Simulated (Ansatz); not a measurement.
The cell is built on a prototype and need not be the phase stable at ambient conditions.

The decay constant κ of evanescent states in the gap governs leakage through a thin film.

```xyz
7
Lattice="3.2702 0.0000 0.0000 1.6351 2.8320 0.0000 1.6351 0.9440 8.5948" Properties=species:S:1:pos:R:3 pbc="T T T"
In     0.0000     0.0000    -0.1150
Al     4.9052     2.8320     5.4874
Zn     1.6351     0.9440     2.9638
O      4.9052     2.8320     3.5966
O      1.6351     0.9440     5.4904
O      4.9052     2.8320     7.3720
O      1.6351     0.9440     0.9892
```

Space group of this cell: R3m. The cell was relaxed by PBE-D3(BJ); by r2SCAN its mean pressure is -3.2 GPa.

Transport runs along the normal of the first two printed cell vectors.

The gap is the functional's own. No spin-orbit coupling. Mid-gap values are interpolated on the energy grid.

Estimate the band gap and the smallest decay constant κ at mid-gap that r2SCAN in Ansatz (an electronic-structure program) returns for this system.

Gap 2.33 eV on a 10×10×10 mesh; κ = 0.230 1/Å, at the zone centre.
